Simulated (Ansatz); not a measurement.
Consider GaN in the rock salt structure (space group Fm-3m, No. 225; a = 4.219 Å; a model cell).

Levels (all Ansatz, an electronic-structure program, PAW): PBEsol (420 eV, without spin-orbit coupling); r2SCAN (500 eV, no SOC); HSE06 (420 eV, spin-orbit coupling left out).

One geometry, relaxed with PBEsol, under each level:

```json
[
 {"level": "PBEsol", "band gap": "0.54 eV", "lowest conduction level above the VBM at special points": "X 0.54 eV; Γ 2.27 eV; K 3.13 eV; U 3.13 eV", "electron mass": "0.47 mₑ along k, 0.18 mₑ across (at X)", "pressure": "0.00 GPa"},
 {"level": "r2SCAN", "band gap": "1.15 eV", "lowest conduction level above the VBM at special points": "X 1.15 eV; Γ 2.82 eV; K 3.77 eV; U 3.77 eV", "electron mass": "0.45 mₑ along k, 0.19 mₑ across (at X)", "pressure": "-0.44 GPa"},
 {"level": "HSE06", "band gap": "1.89 eV", "lowest conduction level above the VBM at special points": "X 1.89 eV; Γ 3.59 eV; K 4.54 eV", "electron mass": "–", "pressure": "–"}
]
```

Single points use the geometry relaxed with PBEsol. Their cutoffs differ, which shifts pressures a little. HSE06 gaps are upper bounds (no full band path). Effective masses come from finite differences of ±0.01 Å⁻¹. Along k means along the line from Γ to the band edge. Whether these cells are dynamically stable was not tested. The base started in Pnma and relaxed to Fm-3m at this level. This is not the structure that GaN has at room temperature and ambient pressure.
